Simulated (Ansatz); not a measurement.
The starting structures come from a database of crystals and need not be the phases stable at ambient conditions.

 Where the default PAW files enter, the runs use the earlier of Ansatz's two default sets.

Tunnelling through a barrier is set by its complex band structure: the current falls as exp(−2κd) with the smallest κ.

Given:

```
Se2Si
1.0
    5.83883     0.00000     0.00000
    0.00000     5.86555     0.00000
    2.91942     2.93277     4.73678
Si Se
2 4
Direct
  0.25000   0.00000   0.00000
  0.75000   0.00000   0.00000
  0.62636   0.90375   0.74728
  0.37364   0.09625   0.25272
  0.87364   0.65104   0.25272
  0.12636   0.34896   0.74728
```

Space group of this cell: Ibam. The cell was relaxed by PBE-D3(BJ).

Transport runs along the normal of the first two printed cell vectors.

The gap is the functional's own, uncorrected, and κ follows it; spin-orbit coupling is left out. Mid-gap values are interpolated between the computed energies.

**Question.** Compute, with PBEsol (Ansatz, an electronic-structure program), the band gap and the smallest decay constant κ at mid-gap.

**Answer.** Gap 1.46 eV on a 6×6×6 mesh; κ = 0.228 1/Å, at the zone centre.
